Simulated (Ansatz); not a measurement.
Input and output of a zone-centre phonon calculation for BaHfO₃ (Pm-3m, 5 atoms in the cell) (Ansatz, an electronic-structure program).

Level of theory: LDA (PW92), default PAW files made with PBE (plane waves; Ansatz).

```xyz
5
Lattice="4.1909 0.0000 0.0000 0.0000 4.1909 0.0000 0.0000 0.0000 4.1909" Properties=species:S:1:pos:R:3 pbc="T T T"
Ba     0.0000     0.0000     0.0000
Hf     2.0954     2.0954     2.0954
O      2.0954     0.0000     2.0954
O      0.0000     2.0954     2.0954
O      2.0954     2.0954     0.0000
```

Reference input (self-consistent single point, DFT, LDA (PW92), plane waves, default PAW files made with PBE): basis.ecutwfc = 420 eV; kpoints.mp_grid.grid = 6 6 6; hamiltonian.xc = lda; hamiltonian.pseudopotentials = {kind: paw} (the program's default PAW files); scf.occupations.method = fermi_dirac; scf.occupations.width = 0.05 eV. This run's input differs from it in these lines:

Ansatz 0.2 input:
```diff
@@ -15,3 +15,3 @@
 kpoints:
-  mp_grid: { grid: [6, 6, 6] }
+  mp_grid: { grid: [12, 12, 12] }
 hamiltonian:
@@ -20,7 +20,7 @@
 scf:
-  occupations: { method: fermi_dirac, width: 0.05 eV }
-output:
-  forces: true
-  eigenvalues: true
-  stress: true
+  occupations: { method: fixed }
+phonons:
+  method: dfpt
+  dielectric: true
+  rigid_motions: translations
```

Log, with long lists cut:

```
SCF iter   1: F=—  HF=-22931.999248 eV  |F-HF|=—  |Δ(HF+E_count)|=         —  Δρ=1.78e-2  dr2=2.22e-1  ethr=1.77e-3  ⟨swp⟩=4.6  Hψ=60490  notcnv=0  defer=1447
all-band conjugate gradients solve this SCF's bands
preconditioner: auto → Resta (q_TF=auto, 2.591 Å⁻¹)
SCF iter   2: F=—  HF=-22931.947906 eV  |F-HF|=—  |Δ(HF+E_count)|=   5.13e-2  Δρ=5.57e-3  dr2=8.91e-3  ethr=4.11e-4  ⟨swp⟩=2.2  Hψ=33016  notcnv=0  defer=1852
   [... lines left out ...]
SCF iter   6: F=—  HF=-22931.944762 eV  |F-HF|=—  |Δ(HF+E_count)|=   2.06e-6  Δρ=3.21e-5  dr2=6.67e-7  ethr=1.90e-8  ⟨swp⟩=2.1  Hψ=27175  notcnv=0  defer=794
SCF iter   7: F=—  HF=-22931.944762 eV  |F-HF|=—  |Δ(HF+E_count)|=   4.11e-7  Δρ=4.41e-6  dr2=1.49e-8  ethr=1.24e-9  ⟨swp⟩=2.0  Hψ=30442  notcnv=0  defer=728
SCF iter   8: F=—  HF=-22931.944762 eV  |F-HF|=—  |Δ(HF+E_count)|=   3.99e-9  Δρ=1.06e-6  dr2=8.78e-10  ethr=2.75e-11  ⟨swp⟩=2.8  Hψ=28404  notcnv=0  defer=728
SCF iter   9: F=-22931.944762 eV  HF=-22931.944762 eV  |F-HF|=3.64e-12  |Δ(HF+E_count)|=  1.09e-11  Δρ=2.12e-7  dr2=1.71e-11  ethr=1.00e-12  ⟨swp⟩=13.8  Hψ=125512  notcnv=0
SCF 1 converged in 9 iterations: F = -22931.944762 eV  dr2 = 1.71e-11
DFPT response loops at Γ: preconditioner auto → none (the input reference at scf.mixing.eps_inf says where Resta's filter doesn't serve); β = 0.50 …
the run's response loops start from zero, take more passes and end by a threshold …
Free energy (F): -22931.944762 eV
Internal energy: -22931.944762 eV  (E = F + TS)
E sigma→0 (E₀):  -22931.944762 eV
Fermi energy:    10.991889 eV
--- Phonons (Γ-DFPT): 4 representative perturbations + reference, on 518 of 1728 k-points (Σ response iterations 28) ---
   [... lines left out ...]
  k-mesh period / interband length: 50.3 Å / 1.60 Å = 31.48 at k = (0.0000, 0.0000, 0.0000), direct gap 3.597 eV — 14 or more, which is no proof of convergence
   [... lines left out ...]
        641.42      1            41.6277
  optical modes at Γ + LO–TO along q̂ = [0.0000, 0.0000, 1.0000]:
      ω (cm⁻¹)  modes    IR ((D/Å)²/amu)
         81.94      2            17.1789
        109.29      1             0.0685
        173.43      2            51.3434
        198.90      3             0.0000
        368.92      1             6.2076
        480.06      2            27.2852
        641.42      1            41.6277
```

The run converged in 9 iterations. 

Summary of the result:
- Free energy E − TS (on the zero of these files): -22931.9448 eV
- Top of the valence band (on the code's own zero): 10.99 eV
- Gap on the k-point mesh: 3.48 eV
- Zone-centre frequencies (cm⁻¹; negative means imaginary): 0, 0, 0, 82, 82, 82, 173, 173, 173, 199, 199, 199, 480, 480, 480
- ε∞ at this k-point mesh, which may be far from converged in small-gap cells (xx, yy, zz): 4.75, 4.75, 4.75
- Born charges at this mesh (mean of the diagonal, e): Ba 2.75, Hf 5.87, O -2.87, O -2.87, O -2.87

The starting cell has typed, rounded lattice constants, without a prior relaxation at this level. Its lattice was rescaled by up to half a per cent. Spin-orbit coupling is off. The frequencies listed for the zone centre hold no LO-TO term.

Cost on one core of a shared machine: roughly 30 min.
